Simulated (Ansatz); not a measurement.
Structures of equal composition on the (111) surface of fcc Ni, ferromagnetic: a layer of Ru in place of the second plane; a layer of Ru in place of the third plane. The slabs share one bottom face, and each structure is named by its start. These are constructed structures in small cells; real faces may alloy, dewet or reconstruct in larger ones, and not all known structures of the face are among them. Slabs of about 10 Å with all that they carry, Fermi-Dirac smearing of 0.1 eV. Bottom of the slabs: a bare face, its two planes held. Relaxed from the named starts with such symmetry as they have, on meshes of like density; energies extrapolated to zero smearing; no spin-orbit coupling, no U. Spin-polarised runs, if any, are marked in brackets, and their order is one that fits the cell; the others ran without spin. Where a second, spin-polarised start was run, the lower counts.

Calculation: PBE (plane waves to 420 eV, PAW; Ansatz, a first-principles code).

Question: Rank these by energy per 1x1 cell (lowest first), as PBE gives it.

Answer: a layer of Ru in place of the third plane (0.000 eV [spin, 2.7 μB a cell]), a layer of Ru in place of the second plane (0.036 eV [spin, 2.1 μB a cell])
